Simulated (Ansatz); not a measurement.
The parent structure is GaSb in the zinc blende structure (space group F-43m, No. 216; a = 6.132 Å). Axes: x, y, z lie along the cube axes.

Structures relaxed with r2SCAN (Ansatz, a quantum-chemistry and plane-wave program, PAW, without spin-orbit coupling).

Base:

Simulated powder pattern, Mo Kα, λ = 0.71073 Å (kinematic, ideal powder, no thermal factors, no anomalous dispersion; the 8 strongest lines at most, above 2 %, up to 2θ = 40°):

```csv
2θ (°),I/Imax (%),hkl
11.52,100,(111)
18.87,80,(220)
22.16,54,(311)
26.81,15,(400)
29.26,23,(331)
32.99,30,(422)
35.05,17,(511)
38.27,8.9,(440)
```

After one change:

Simulated powder pattern, Mo Kα, λ = 0.71073 Å (kinematic, ideal powder, no thermal factors, no anomalous dispersion; the 8 strongest lines at most, above 2 %, up to 2θ = 40°):

```csv
2θ (°),I/Imax (%)
11.43,33
11.69,100
18.88,54
19.19,52
22.13,20
22.39,34
27.05,19
33.38,20
```

**Question.** Which change produced these results?
(A) biaxial strain −2.08 %, plane normal [111], relaxed out of plane
(B) biaxial strain −2.50 %, plane normal [111], relaxed out of plane
(C) biaxial strain −1.67 %, plane normal [111], relaxed out of plane
(D) biaxial strain −0.42 %, plane normal [111], relaxed out of plane

**Answer.** C, biaxial strain −1.67 %, plane normal [111], relaxed out of plane. Its volume per atom is 28.08 Å³ against 28.83 Å³, and its space group is R3m (No. 160).

Stability against distortions was not tested.
